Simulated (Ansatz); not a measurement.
System: rock-salt LuN. Method: LDA (Ansatz, a quantum-chemistry and plane-wave program, PAW).

Settings: plane-wave cutoff 520 eV, 20×20×20 k mesh, Fermi–Dirac smearing 0.05 eV, scalar-relativistic PAW data made under PBE.

Computed at the level's own relaxed cell.

**Question.** Predict the lattice constant a and bulk modulus B0.

**Answer.** 
lattice constant a: 4.656 Å
bulk modulus B0: 198 GPa

The run finds no gap.

Note: the bulk modulus is −V dP/dV from two relaxed cells at ±2 % in volume; the volume lies 7 % below that of the published cell.

Spin–orbit coupling is not included; it can open a gap where bands touch, and shift volumes and moduli.

The computed numbers hold no vibrational or temperature effects.
